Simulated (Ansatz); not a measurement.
An Ansatz (a program for electronic structure) input for Rh 3C:

Ansatz 0.2 input:
```yaml
crystal:
  lattice:
    - [2.708219, 0.0, 0.0]
    - [-1.3541095, 2.3453864, 0.0]
    - [0.0, 1.563591, 2.2112515]
  atoms:
    - { symbol: Rh, position: [0.0, 0.0, 0.0] }
basis:
  ecutwfc: 420
  ecutrho_ratio: 4
  xc_grid: 2
kpoints:
  mp_grid: { grid: [27, 27, 27] }
hamiltonian:
  xc: pbe
  dispersion: none
  pseudopotentials: { kind: paw }
scf:
  n_extra_bands: 12
  occupations: { method: fermi_dirac, width: 0.1 }
output:
  forces: true
  stress: true
relax:
  f_tol: 0.01
  max_steps: 60
  cell: { stress_tol: 0.03 }
```

All values below come from PBE (plane waves to 420 eV, PAW; Ansatz). Scalar-relativistic, without spin–orbit coupling. Its k-point mesh 27×27×27, Fermi–Dirac width 0.1 eV.

**Question.** What does the end of the output print (band table and long remarks left out, numbers rounded to eight decimals)?

**Answer.** 
```
SCF converged after 5 iterations
Free energy (F): -6402.911585 eV
Harris-Foulkes:  -6402.911585 eV  (|F-HF|=4.55e-12)
Internal energy: -6402.865470 eV  (E = F + TS)
E sigma→0 (E₀):  -6402.888528 eV
Entropy (-TS):   -0.046115 eV (-46.115 meV/atom)
Fermi energy:    21.734241 eV
--- Per-component energies (eV) ---
  E_band       = -94.749256
  E_kinetic    = 572.781616
  E_local      = -1591.338115  (includes V_loc(G=0)·N_el)
  E_nonlocal   = 354.564771
  E_hartree    = 559.311293
  E_xc         = -221.743579
  E_vxc        = -278.357748  (∫ρ·V_xc dr)
  E_paw        = -3586.864200  (= ΣΔE_a)
  E_vpaw       = -271.023205  (= ΣTr[D̂ρ^β])
  E_aug_tail   = 0.000839  (compensation charges beyond the density's cutoff)
  E_ewald      = -2489.578095
  E_smearing   = -0.046115  (= −TS)
  E_closure    = 0.000000  (closes the sum)
  Σ components = -6402.911585   (vs F -6402.911585, Δ=0.00e0)
--- Forces (eV/Å), atoms counted from 1 ---
  atom   1  Rh     0.00000000    0.00000000    0.00000000
  max |Σ_I F_I| component: 5.65e-33 eV/Å
--- Stress (GPa, compression-positive) ---
       -0.001537      0.000000       0.000000
       0.000000      -0.001537      0.000000
       0.000000      0.000000      -0.001537
  P = ⅓ Tr σ = -0.0015 GPa (-0.015 kbar)
--- Relaxed structure (3 steps of the walk, 3 accepted, 1 SCFs on fresh bases) ---
  F+E_penalty+E_count = -6402.91158505 eV   max|allowed force component| = 0.000e0 eV/Å   (the final SCF, on the basis selected at the relaxed cell)
  cell:  # Å, volume = 14.0670 Å³
    - [2.70959992, 0.0, 0.0]
    - [-1.35479996, 2.34658236, -3.53733674e-8]
    - [0.0, 1.56438827, 2.21237904]
  atoms:
    - { symbol: Rh, position: [0.0, 0.0, 0.0] }
```

Cost: very roughly 30 core-seconds.
